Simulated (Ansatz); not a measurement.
A 16-atom cell of (Si,C) started in the diamond structure, site fractions Si 0.875, C 0.125, short-range order -0.14 in the first shell of the mixed sites (0 is random, a negative value favours unlike neighbours), space group Amm2 at the end, an ordered arrangement that its symmetry holds. The mixed sublattice has 16 sites.

The mixing enthalpy is taken against the end members in the diamond type, relaxed in the same cell and mesh.

The numbers are results of r2SCAN (plane waves to 500 eV, PAW; Ansatz, a first-principles code), not measurements. Scalar-relativistic, without spin–orbit coupling. Its k-point mesh 4×4×4, Fermi–Dirac width 0.01 eV.

```json
[
 {"cell": "Si", "energy at zero smearing (eV)": "-10225.041"},
 {"cell": "C", "energy at zero smearing (eV)": "-4024.885"},
 {"cell": "CSi7", "energy at zero smearing (eV)": "-9446.674"}
]
```

Work out the mixing enthalpy per mixed site and the interaction parameter Ω of a regular solution.

With x = 2/16 of the second end member, ΔH = [-9446.674 − 14/16 × (-10225.041) − 2/16 × (-4024.885)] / 16 = 209 meV against the separate end members. Ω = ΔH / x(1 − x) = 1913 meV.
